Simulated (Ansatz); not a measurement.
Fermi-surface data of ZrAg2 (I4/mmm)

```
Ag2Zr
1.0
   -1.75622     1.75622     4.44940
    1.75622    -1.75622     4.44940
    1.75622     1.75622    -4.44940
Zr Ag
1 2
Cartesian
  0.00000   0.00000   0.00000
  0.00000   0.00000   5.98222
  0.00000   0.00000   2.91658
```

The numbers are results of PBEsol, rigid bands (plane waves, PAW, scalar-relativistic; Ansatz, an electronic-structure program), not measurements. How the cell was made: cell and atoms relaxed with PBEsol.

```yaml
density of states at the Fermi level: 1.43 states/(eV·cell), both spins
bare Sommerfeld coefficient: 1.13 mJ/(mol of atoms·K²)
drude_plasma_energy: 2.6 (x), 2.6 (y), 1.69 (z) eV
root-mean-square Fermi velocity: 2.8e5 m/s
resistivity times τ: 74 (x), 74 (y), 171 (z) ×10⁻²² Ω·m·s
```

A metal at this level (no band gap); rigid bands, thermally averaged at 300 K, both spins. Spin-orbit coupling is left out. τ is one relaxation time for all states.

Computed structure, not matched to a measured one here, so possibly hypothetical: ZrAg2 (I4/mmm).
